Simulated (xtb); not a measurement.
xtb 6.7.1, GFN2-xTB: Si(OH)4 (O[Si](O)(O)O), 9 atoms. The geometry is a generated start, not checked to be a minimum at this level.

```yaml
run_flags: --grad
method: GFN2-xTB
"--acc": 1 (default)
"--etemp (K)": 300 (default)
basis_functions: 30
valence_electrons: 32
```

```xyz
9

O      0.7300     1.1896    -0.8331
Si     0.0032    -0.0026    -0.0034
O     -1.0587     0.7072     1.0013
O     -0.6490    -1.0050    -1.1043
O      0.9826    -0.9075     0.9239
H      0.9659     1.9881    -0.3694
H     -1.4016     0.2003     1.7312
H     -1.1196    -0.6278    -1.8416
H      1.5473    -1.5424     0.4954
```

One run each on 1 thread. Values of broydamp tried: 0.02, 0.05, 0.1, 0.2, 0.4 (default), 0.6, 0.8, 1.

Question: Predict the course of the SCC iterations along this series.

Answer: Fewest SCC iterations, within one of each other: 0.4 (default) with 10, 0.6 with 9, 0.8 with 10, 1 with 10. The count rises to 18 at 0.02. All converge to one solution.

```
broydamp       SCC iterations            end
-------------  --------------  -------------
0.02                       18  same solution
0.05                       17  same solution
0.1                        15  same solution
0.2                        11  same solution
0.4 (default)              10  same solution
0.6                         9  same solution
0.8                        10  same solution
1                          10  same solution
```
